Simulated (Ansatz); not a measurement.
Convergence study of the plane-wave cutoff for Mo2N (Imm2, 6 atoms in the cell)

```
Mo2N
1.0
   -2.13417     2.13417     3.98701
    2.13417    -2.13417     3.98701
    2.13417     2.13417    -3.98701
Mo N
4 2
Direct
  0.99323   0.49323   0.50000
  0.23696   0.23696   0.00000
  0.76304   0.76304   0.00000
  0.51304   0.01304   0.50000
  0.25000   0.75000   0.50000
  0.50000   0.50000   0.00000
```

Level of theory: PBEsol, default PAW files made with PBE (plane waves; Ansatz, a first-principles code).

Base settings: basis.ecutwfc = 420 eV; kpoints.mp_grid.grid = 5 5 5; hamiltonian.xc = pbesol; hamiltonian.pseudopotentials = {kind: paw} (the program's default PAW files); scf.occupations.method = gaussian; scf.occupations.width = 0.1 eV.

The second cell is the first with its lattice scaled by 0.98.

The mesh stays at the base's, so the ladder's end is converged at best in this setting alone.

The first pressure column holds Ansatz's estimate of the finite-basis (Pulay) stress, which hides part of the cutoff error; the other is without it.

Only quantities that move along the ladder and can be compared are tabulated.

The count of work is k-points × plane waves × bands × iterations; it is no time. 

The starting cell comes from a database of computed structures (which also holds hypothetical and non-ambient phases and stackings), without a prior relaxation at this level. Its lattice was rescaled by up to half a per cent. One atom was moved a little off its site on purpose. Spin polarisation is off. In the base run, with a pressure of about -9 GPa the cell is away from its equilibrium volume at this level.

Steps (basis.ecutwfc): 145 eV; 170 eV; 190 eV; 210 eV; 230 eV; 250 eV; 295 eV; 335 eV; 380 eV; 420 eV; 460 eV; 505 eV; 565 eV; 630 eV; 735 eV; 840 eV; 1010 eV.

### Question
What is the coarsest basis.ecutwfc that holds the energy of the compressed cell less the first within 1 meV/atom of the last step, with all finer ones?

### Answer
335 eV, at 0.20 of the last step's count of work; the step before is off by 4.7 meV/atom.

### Question
What is the coarsest basis.ecutwfc that holds the pressure within 0.5 GPa of the last step, with all finer ones?

### Answer
295 eV, at 0.15 of the last step's count of work; the step before is off by 3.9 GPa.

### Question
What is the coarsest basis.ecutwfc that holds the pressure without the Pulay estimate within 0.2 GPa of the last step, with all finer ones?

### Answer
460 eV, at 0.32 of the last step's count of work; the step before is off by 0.26 GPa.

| basis.ecutwfc | free energy less the last step's (meV/atom) | energy of the compressed cell less the first (meV/atom) | pressure (GPa) | pressure without the Pulay estimate (GPa) | largest difference of a force vector from the last step's (eV/Å) | count of work / last |
|---|---|---|---|---|---|---|
| 145 eV | 17764.22 | 34.90 | -7.91 | -653.45 | 5.409 | 0.073 |
| 170 eV | 8535.50 | 73.96 | 9.35 | -386.16 | 2.494 | 0.088 |
| 190 eV | 4601.87 | 12.64 | 2.70 | -243.64 | 0.418 | 0.095 |
| 210 eV | 2415.91 | 23.46 | -8.77 | -149.82 | 0.717 | 0.096 |
| 230 eV | 1287.59 | -15.35 | -11.55 | -93.89 | 0.679 | 0.13 |
| 250 eV | 688.17 | -12.31 | -13.02 | -59.71 | 0.312 | 0.12 |
| 295 eV | 167.73 | -2.04 | -9.41 | -23.95 | 0.031 | 0.15 |
| 335 eV | 40.83 | 3.42 | -8.88 | -13.20 | 0.013 | 0.20 |
| 380 eV | 8.68 | 2.79 | -9.09 | -10.06 | 0.001 | 0.23 |
| 420 eV | 2.35 | 2.71 | -9.11 | -9.38 | 0.000 | 0.26 |
| 460 eV | 0.77 | 2.67 | -9.11 | -9.18 | 0.000 | 0.32 |
| 505 eV | 0.42 | 2.66 | -9.12 | -9.13 | 0.000 | 0.36 |
| 565 eV | 0.31 | 2.65 | -9.12 | -9.13 | 0.000 | 0.43 |
| 630 eV | 0.19 | 2.64 | -9.12 | -9.13 | 0.000 | 0.50 |
| 735 eV | 0.10 | 2.64 | -9.12 | -9.12 | 0.000 | 0.62 |
| 840 eV | 0.06 | 2.63 | -9.12 | -9.13 | 0.000 | 0.77 |
| 1010 eV | 0.00 | 2.63 | -9.12 | -9.12 | 0.000 | 1.0 |

The energy difference between the two cells stays within 1 meV/atom of the last step's from 335 eV on, the total only from 460 eV on: much of the error is common to both cells and cancels.

At the lowest cutoff the pressure without the Pulay estimate lies 644 GPa under the last step's, the usual sign of Pulay stress in an incomplete plane-wave basis.

Keys are those of Ansatz 0.2.
